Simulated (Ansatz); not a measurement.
We consider SrO (P6₃/mmc, No. 194, 4 atoms in the cell; start mp-754824; a measured phase of this formula has another space group), described by PBE0 in Ansatz (plane waves, PAW).

Settings: plane-wave cutoff 460 eV, 9×9×6 k mesh (along the axes of the cell as run), Fermi–Dirac smearing 0.01 eV, scalar-relativistic PAW data made under PBE.

Cell (relaxed with PBEsol):

```cif
data_O2Sr2
_chemical_formula_sum 'Sr2 O2'
_space_group_name_H-M_alt 'P63/mmc'
_space_group_IT_number 194
_space_group_name_Hall '-P 6c 2c'
_cell_length_a 4.23597
_cell_length_b 4.23597
_cell_length_c 5.10914
_cell_angle_alpha 90.000
_cell_angle_beta 90.000
_cell_angle_gamma 120.000
loop_
_atom_site_label
_atom_site_type_symbol
_atom_site_symmetry_multiplicity
_atom_site_Wyckoff_symbol
_atom_site_fract_x
_atom_site_fract_y
_atom_site_fract_z
_atom_site_occupancy
Sr1 Sr 2 d 0.66667 0.33333 0.25000 1
O1 O 2 c 0.33333 0.66667 0.25000 1
```

Question: Estimate the band gap that the calculation returns.

Answer: 
- band gap = 4.79 eV (on the SCF k mesh)

Note: cell and atoms aren't relaxed at this level (pressure 1.4 GPa).

Spin–orbit coupling is not included.

Computing time: around 4 core-minutes (rough).

A start named mp-… is a Materials Project structure, which need not be a measured phase.

Ansatz is an electronic-structure program.
